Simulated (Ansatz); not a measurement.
An Ansatz (a program for electronic structure) run: C with a change (pressure −2 GPa); Ansatz r2SCAN, no spin-orbit coupling, earlier PAW set.

Input:

Ansatz 0.2 input:
```yaml
crystal:
  lattice:
    - [0, 1.7814649324, 1.7814649324]
    - [1.7814649324, 0, 1.7814649324]
    - [1.7814649324, 1.7814649324, 0]
  atoms:
    - { symbol: C, position: [0.5, 0.5, 0.5] }
    - { symbol: C, position: [0.75, 0.75, 0.75] }
basis: { ecutwfc: 500, ecutrho_ratio: 4, xc_grid: 4, fft_grid_basis: typed }
kpoints: { mp_grid: { grid: [16, 16, 16] } }
hamiltonian:
  xc: r2scan
  dispersion: none
  pseudopotentials: { azcp: { folder: ./paw }, kind: paw }
scf: { occupations: { method: fermi_dirac, width: 0.05 } }
relax: { f_tol: 0.01, max_steps: 60, cell: { stress_tol: 0.02, p_target: -2.0 } }
output: { forces: true, stress: true }
checkpoint: { write: state.ck, write_every: 1000 }
```

Output (explanatory and most iteration lines left out):

```
Relaxation: its limit of steps is 60 (relax.max_steps)
Pseudopotential: C, paw, valence charge 4
Crystal: 2 atoms, lattice volume = 11.307 Å³
Basis set: ecut = 500 eV, 283 PW (Γ), exchange–correlation on 80×80×80 points (64 copies of the dense FFT grid, shifted against one another)
Bands: 8, of which v1, the nominal top of the filled ones, is band 4 counted from 1 (3 counted from 0)
Symmetry: 48 space group operations
Space group: Fd-3m (ITA 227), of the structure as read, at distance tolerance 2.2e-5 Å
k-points: 145 of 4096
Functional: x = r2scan, c = r2scan; τ floored in thin density (d = 2e-4 eV/Å³)
SCF iter   1: F=—  HF=-503.334923 eV  |F-HF|=—  |Δ(HF+E_count)|=         —  Δρ=1.36e-1  dr2=1.44e0  dr2_τ=4.74e-1  ethr=3.10e-3  ⟨swp⟩=4.9  Hψ=7755  notcnv=0
SCF iter   2: F=—  HF=-503.106971 eV  |F-HF|=—  |Δ(HF+E_count)|=   2.28e-1  Δρ=5.87e-2  dr2=2.33e-1  dr2_τ=6.42e-3  ethr=3.10e-3  ⟨swp⟩=2.6  Hψ=3427  notcnv=0
SCF 1 converged in 6 iterations: F = -503.106902 eV  dr2 = 5.93e-11
relax step   1: F+E_penalty+E_count = -503.10690194 eV  Δ(F+E_penalty+E_count) = +0.000e0 eV  max|allowed force component| = 4.395e-17 eV/Å  Δτ_max = 0.0000 Å  P = -0.997 GPa  Ω = 11.307 Å³  (6 SCF iters, dr2 threshold 1.00e-7 eV, accepted)
[... steps on the carried basis left out ...]
relax step   4: F+E_penalty+E_count = -503.10666514 eV  Δ(F+E_penalty+E_count) = -1.002e-5 eV  max|allowed force component| = 2.035e-16 eV/Å  Δτ_max = 0.0000 Å  P = -1.998 GPa  Ω = 11.333 Å³  stress off target by 2.10e-3 GPa  SCF on the basis re-selected at this cell (its energy is not comparable with the rows above)  (4 SCF iters)
SCF converged after 4 iterations
Free energy (F): -503.106665 eV
Internal energy: -503.106665 eV  (E = F + TS)
E sigma→0 (E₀):  -503.106665 eV
Fermi energy:    15.493852 eV
--- Forces (eV/Å), atoms counted from 1 ---
  atom   1  C     -0.00000000    -0.00000000    -0.00000000
  atom   2  C      0.00000000    -0.00000000     0.00000000
--- Stress (GPa, compression-positive) ---
       -1.997904      -0.000000      -0.000000
       -0.000000      -1.997904      -0.000000
       -0.000000      -0.000000      -1.997904
  P = ⅓ Tr σ = -1.9979 GPa (-19.979 kbar)
--- Relaxed structure (3 steps of the walk, 3 accepted, 1 SCFs on fresh bases) ---
  cell:  # Å, volume = 11.3329 Å³
    - [-1.401227309046287e-34, 1.7828020363167187, 1.7828020363167187]
    - [1.7828020363167187, 3.1846075205597497e-35, 1.7828020363167187]
    - [1.7828020363167187, 1.7828020363167187, 2.86614676850377e-34]
  atoms:
    - { symbol: C, position: [0.5, 0.5, 0.5] }
    - { symbol: C, position: [0.7499999999999999, 0.7499999999999999, 0.7499999999999999] }
```

Load acts through the strain it causes; cell and atoms are relaxed under it. No phonon test of stability was made. The cell was made from C in the diamond structure (space group Fd-3m, No. 227) by this change: pressure −2 GPa.
